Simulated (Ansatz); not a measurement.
# A computed series for ZnS: response to strain

The reference is ZnS in the zinc blende structure (space group F-43m, No. 216; a = 5.357 Å). Axes: x, y, z lie along the cube axes.

Strains are applied to the cell and any free atomic positions relax.

Level of theory: PBEsol (Ansatz, a first-principles code; PAW; 420 eV plane waves; without spin-orbit coupling).

Notes on the quantities. energy relative to the base: free energy F; pressure: mean of the normal stresses, compression positive.

```tsv
change	band gap	electron mass	shortest interatomic distance	energy relative to the base	pressure
base	2.09 eV	0.17 mₑ (at Γ)	2.319 Å	0 meV/atom	-0.01 GPa
uniaxial strain ε_zz = −3.00 %	2.14 eV	0.17 mₑ (at Γ)	2.297 Å	?	2.54 GPa
uniaxial strain ε_zz = −2.50 %	2.13 eV	0.17 mₑ (at Γ)	?	+4.1 meV/atom	2.09 GPa
uniaxial strain ε_zz = −1.50 %	2.11 eV	0.17 mₑ (at Γ)	2.308 Å	+1.4 meV/atom	1.22 GPa
uniaxial strain ε_zz = −1.00 %	2.10 eV	0.17 mₑ (at Γ)	2.312 Å	+0.6 meV/atom	0.80 GPa
uniaxial strain ε_zz = −0.50 %	2.09 eV	0.17 mₑ (at Γ)	2.316 Å	+0.2 meV/atom	0.39 GPa
uniaxial strain ε_zz = +0.50 %	2.06 eV	0.17 mₑ (at Γ)	2.323 Å	+0.2 meV/atom	-0.40 GPa
uniaxial strain ε_zz = +1.00 %	2.03 eV	0.16 mₑ (at Γ)	2.327 Å	+0.6 meV/atom	-0.78 GPa
uniaxial strain ε_zz = +1.50 %	2.00 eV	0.16 mₑ (at Γ)	2.331 Å	+1.4 meV/atom	-1.15 GPa
uniaxial strain ε_zz = +3.00 %	?	0.16 mₑ (at Γ)	2.343 Å	+5.7 meV/atom	-2.21 GPa
```

### Question
Complete the table.

### Answer

- uniaxial strain ε_zz = −3.00 %, energy relative to the base: +5.9 meV/atom
- uniaxial strain ε_zz = −2.50 %, shortest interatomic distance: 2.300 Å
- uniaxial strain ε_zz = +3.00 %, band gap: 1.92 eV

Masses are band curvatures over ±0.01 Å⁻¹ around the edge. Whether these cells are dynamically stable was not tested.
